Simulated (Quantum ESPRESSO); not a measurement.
Quantum ESPRESSO run on Os₂Si₂La (I4/mmm, 5 atoms in the cell): self-consistent single point.

Method of the run: PBEsol-D3(BJ), GBRV 1.5 ultrasoft (PBESOL) pseudopotentials (plane waves; Quantum ESPRESSO 7.5).

```
La(SiOs)2
1.0
   -2.09975     2.09975     5.03045
    2.09975    -2.09975     5.03045
    2.09975     2.09975    -5.03045
Os Si La
2 2 1
Direct
  0.75000   0.25000   0.50000
  0.25000   0.75000   0.50000
  0.37500   0.37500   0.00000
  0.62500   0.62500   0.00000
  0.00000   0.00000   0.00000
```

Reference input (self-consistent single point, DFT, PBEsol, plane waves, GBRV 1.5 ultrasoft (PBESOL) pseudopotentials): ecutwfc = 40 Ry; ecutrho = 320 Ry; occupations = smearing; smearing = gauss; degauss = 0.0036749 Ry; potentials = {Os: os_pbesol_v1.2.uspp.F.UPF, Si: si_pbesol_v1.uspp.F.UPF, La: la_pbesol_v1.uspp.F.UPF}; K_POINTS = automatic 9 9 9 0 0 0; conv_thr = 1e-10 Ry. This run's input differs from it in these lines:

```diff
@@ -18,2 +18,5 @@
  degauss = 0.0036749
+ vdw_corr = 'grimme-d3'
+ dftd3_version = 4
+ dftd3_threebody = .false.
 /
```

Output (repeated stretches shortened):

```
     Self-consistent Calculation

     iteration #  1     ecut=    40.00 Ry     beta= 0.70

---- Real-time Memory Report at c_bands before calling an iterative solver
           586 MiB given to the printing process from OS
           161 MiB allocation reported by mallinfo(arena+hblkhd)
------------------

     Threshold (ethr) on eigenvalues was too large:
     Diagonalizing with lowered threshold

---- Real-time Memory Report at c_bands before calling an iterative solver
           681 MiB given to the printing process from OS
           185 MiB allocation reported by mallinfo(arena+hblkhd)
------------------

   [... lines left out ...]
           700 MiB given to the printing process from OS
           203 MiB allocation reported by mallinfo(arena+hblkhd)
------------------

     negative rho (up, down):  3.036E-01 0.000E+00

     total energy              =    -518.88597441 Ry
     estimated scf accuracy    <          9.7E-10 Ry

     iteration # 11     ecut=    40.00 Ry     beta= 0.70

---- Real-time Memory Report at c_bands before calling an iterative solver
           700 MiB given to the printing process from OS
           203 MiB allocation reported by mallinfo(arena+hblkhd)
------------------

     negative rho (up, down):  3.036E-01 0.000E+00
     End of self-consistent calculation

     the Fermi energy is    15.7011 ev

!    total energy              =    -518.88597441 Ry
     estimated scf accuracy    <          5.7E-11 Ry
     smearing contrib. (-TS)   =      -0.00029285 Ry
     internal energy E=F+TS    =    -518.88568156 Ry

     DFT-D3 Dispersion         =      -0.18851419 Ry

     convergence has been achieved in  11 iterations

     negative rho (up, down):  3.036E-01 0.000E+00

     Forces acting on atoms (cartesian axes, Ry/au):

     atom    1 type  1   force =    -0.00000000   -0.00000000    0.00000000
     atom    2 type  1   force =     0.00000000    0.00000000    0.00000000
     atom    3 type  2   force =     0.00000000    0.00000000   -0.05103656
     atom    4 type  2   force =     0.00000000    0.00000000    0.05103656
   [... lines left out ...]
     Total force =     0.072177     Total SCF correction =     0.000007
   [... lines left out ...]

     DFT-D3 dispersion Force =     0.000371

     negative rho (up, down):  3.036E-01 0.000E+00
          total   stress  (Ry/bohr**3)                   (kbar)     P=     -105.69
  -0.00075382  -0.00000000   0.00000000         -110.89       -0.00        0.00
  -0.00000000  -0.00075382  -0.00000000           -0.00     -110.89       -0.00
   0.00000000  -0.00000000  -0.00064772            0.00       -0.00      -95.28

   JOB DONE.
```

The run converged in 11 iterations. Against the reference run the pressure goes from -5.82 to -10.57 GPa and the largest force hardly changes (1.319 to 1.312 eV/Å).

The starting cell comes from a database of published, mostly measured structures (it also holds non-ambient and calculated ones), without a prior relaxation at this level. Spin polarisation is off. With a pressure of about -11 GPa the cell is away from its equilibrium volume at this level. Forces in this geometry exceed 1 eV/Å.

Cost on one core of a shared machine: roughly 6 min.
